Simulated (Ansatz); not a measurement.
**B (model structure, started from the black-P type, Cmce, No. 64, 4 atoms in the cell): properties by level of theory**

| level (code) | bulk modulus B0 (GPa) | cohesive energy (eV/atom) |
|---|---|---|
| LDA (Ansatz) | 281 | ? |
| PBEsol (Ansatz) | ? | 6.43 |
| r²SCAN (Ansatz) | ? | ? |

Question: Some entries are withheld; supply them.

Answer: 
- LDA (Ansatz, an electronic-structure program), cohesive energy (eV/atom): 6.90
- PBEsol (Ansatz), bulk modulus B0 (GPa): 270
- r²SCAN (Ansatz), bulk modulus B0 (GPa): 266
- r²SCAN (Ansatz), cohesive energy (eV/atom): 5.89

Caveats: the bulk modulus is −V dP/dV from two relaxed cells at ±2 % in volume (LDA, PBEsol, r²SCAN). Ansatz's density-functional and Hartree–Fock values are scalar-relativistic unless marked +SOC, with PAW data made under PBE.

Unless a cell is named, each level is at its own relaxed cell (LDA 6.16, PBEsol 6.30, r²SCAN 6.38 Å³/atom).

Free atoms are spin-polarised, in the lowest state found; at levels without +SOC their spin–orbit coupling is left out.

Computed values are for the static lattice.

A model structure was made by putting elements into a prototype or built by hand; it is no filed structure, need not be a known phase, and can be a saddle point held by its symmetry.
